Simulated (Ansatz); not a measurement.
Band structure of Mg5Zn (Cm, 6 atoms in the cell).

```xyz
6
Lattice="5.7465 -1.5440 0.0000 5.7465 1.5440 0.0000 -1.9589 0.0000 7.0070" Properties=species:S:1:pos:R:3 pbc="T T T"
Mg    11.4051     0.0000     0.1029
Mg     7.1302     0.0000     2.3264
Mg    -0.6051     0.0000     4.1453
Mg     2.5288     0.0000     4.6597
Mg     6.4527     0.0000     6.6611
Zn     3.9327     0.0000     1.9578
```

Level of theory: LDA (PW92), PAW files made with PBE (plane waves; Ansatz, a first-principles code).

Settings: kpoints.mp_grid.grid = 5 5 3; hamiltonian.xc = lda; hamiltonian.pseudopotentials = {kind: paw} (the program's default PAW files); scf.occupations.method = fermi_dirac; scf.occupations.width = 0.0073 Ry; kpoints.band_path.npoints = 8.

The starting cell comes from a database of computed structures (which also holds hypothetical and non-ambient phases and stackings), without a prior relaxation at this level.

Levels in eV from the Fermi level, bands 28 to 35:
```
point     28     29     30     31     32    33    34    35
-----  -----  -----  -----  -----  -----  ----  ----  ----
Γ      -4.39  -2.70  -2.62  -1.86  -1.35  2.14  2.46  3.98
Y      -4.34  -4.17  -2.24  -2.15   2.54  3.11  3.15  3.47
F      -3.70  -3.22  -3.06  -1.66   0.27  1.98  2.51  2.74
L      -4.90  -4.85  -1.15  -1.02   1.57  1.98  2.56  2.82
I      -2.36  -2.25  -1.47  -1.37   0.99  1.42  2.17  2.44
```

Bands cross the Fermi level along this path, so the cell is metallic at this level.

Keys are those of Ansatz 0.2.
